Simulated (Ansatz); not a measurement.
Base system: Hf in the hcp (Mg type) structure (space group P6_3/mmc, No. 194; a = 3.117 Å, c = 4.950 Å; relaxed with 0.1 eV smearing). Axes: x lies along a and z along c of the hexagonal cell.

Calculations: LDA in Ansatz (plane waves to 420 eV, PAW, no spin-orbit coupling).

Perturbation: uniaxial strain ε_xx = −1.00 %, all other strain components held at zero, atoms relaxed at fixed cell.

Problem. Predict the stress tensor and what it implies for the stiffness.

Solution. Stress of the strained cell less that of the base (GPa, compression positive):
```
    1.9     0.0     0.0
    0.0     0.9     0.0
    0.0     0.0     0.8
```

Then −Δσ_ii/ε with ε = -0.0100 gives relaxed-ion elastic constants: C11 ≈ 192 GPa, C12 ≈ 86 GPa and C13 ≈ 82 GPa.

No phonon test of stability was made. All final runs are without spin polarisation.

Ansatz is an electronic-structure program.
